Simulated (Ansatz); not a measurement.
```xyz
2
Lattice="0.0000 2.7218 2.7218 2.7218 0.0000 2.7218 2.7218 2.7218 0.0000" Properties=species:S:1:pos:R:3 pbc="T T T"
Zn     0.0000     0.0000     0.0000
S      1.3609     1.3609     1.3609
```

Method: PBE with spin-orbit coupling, rigid bands (plane waves, PAW; Ansatz, a first-principles code). Condition of this run: functional PBE, cell relaxed with it. Geometry: cell and atoms relaxed with PBE.

Q: Predict the hole conductivity mass (n e² τ/σ) at 300 K, by direction if it differs.

A: 0.92 mₑ.

Q: What conductivity effective mass do dilute electrons have at 300 K?

A: 0.180 mₑ.

Q: And the band gap?

A: 2.00 eV at this level; semilocal functionals usually fall short of the measured gap.

Rigid bands, one relaxation time for all states, no polarons.
